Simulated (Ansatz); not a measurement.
The reference is C in the diamond structure (space group Fd-3m, No. 227; a = 3.5716 Å).

The values are results of PBE (Ansatz, a first-principles code; PAW; 420 eV plane waves; no SOC), not measurements.

Base values:

The hole mass comes out as 0.30, 0.30, 0.51 mₑ (at Γ) and the band gap is 4.13 eV.

Modification: cell and atoms relaxed at a pressure of 4.5 GPa.

What does the calculation give for the hole mass after the change?

The hole mass (degenerate bands, along [100]) goes from 0.30, 0.30, 0.51 mₑ (at Γ) to 0.29, 0.29, 0.52 mₑ (at Γ).

What does the calculation give for the band gap after the change?

The band gap grows by 0.02 eV (4.13 eV → 4.15 eV).

Load acts through the strain it causes; cell and atoms are relaxed under it. Masses are band curvatures over ±0.01 Å⁻¹ around the edge. Whether these cells are dynamically stable was not tested.
